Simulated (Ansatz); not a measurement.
Abridged Ansatz (an electronic-structure program) output:

```
Pseudopotential: Al, paw, valence charge 3
Pseudopotential: Si, paw, valence charge 4
Crystal: 2 atoms, lattice volume = 30.698 Å³
Basis set: ecut = 420 eV, 617 PW (Γ), exchange–correlation on 40×40×54 points (8 copies of the dense FFT grid, shifted against one another)
Bands: 8, of which v1, the nominal top of the filled ones, is band 4 counted from 1 (3 counted from 0)
Symmetry: 16 space group operations
k-points: 315 of 3072
Functional: x = pbe(κ = 0.804, μ = 0.2195149727645171), c = pbe(β = 0.06672455060314922)
SCF iter   1: F=—  HF=-1172.941074 eV  |F-HF|=—  |Δ(HF+E_count)|=         —  Δρ=2.29e-2  dr2=1.66e-1  ethr=3.10e-3  ⟨swp⟩=5.9  Hψ=20696  notcnv=0
SCF iter   2: F=—  HF=-1172.913597 eV  |F-HF|=—  |Δ(HF+E_count)|=   2.75e-2  Δρ=1.48e-2  dr2=7.06e-2  ethr=2.37e-3  ⟨swp⟩=1.0  Hψ=5055  notcnv=0  defer=2
SCF 1 converged in 8 iterations: F = -1172.881738 eV  dr2 = 1.76e-10
SCF converged after 8 iterations
Free energy (F): -1172.881738 eV
Internal energy: -1172.874517 eV  (E = F + TS)
E sigma→0 (E₀):  -1172.878127 eV
Entropy (-TS):   -0.007221 eV (-3.611 meV/atom)
Fermi energy:    9.374216 eV
--- Forces (eV/Å), atoms counted from 1 ---
  atom   1  Al     0.00000000     0.00000000     0.00000000
  atom   2  Si    -0.00000000     0.00000000     0.00000000
--- Stress (GPa, compression-positive) ---
       -0.002316       0.000000       0.000000
        0.000000      -0.002316       0.000000
        0.000000       0.000000       0.006873
  P = ⅓ Tr σ = 0.0007 GPa (0.007 kbar)
```

Problem. What was computed, and what are the main results?

Solution. AlSi, 2 atoms in the cell, with Ansatz, PBE, PAW, cutoff 420 eV, scalar-relativistic without spin-orbit coupling, earlier PAW set. The last SCF converged to F = -1172.881738 eV, or -586.4409 eV per atom, at a pressure of 0.00 GPa. The total energy compares only with runs of the same code, potentials and settings.

Stability against distortions was not tested. All final runs are without spin polarisation. An odd electron count without spin: AlSi. The cell was made from TiAl by this change: Ti → Si; the result is a hypothetical phase, not in the database extracts checked.
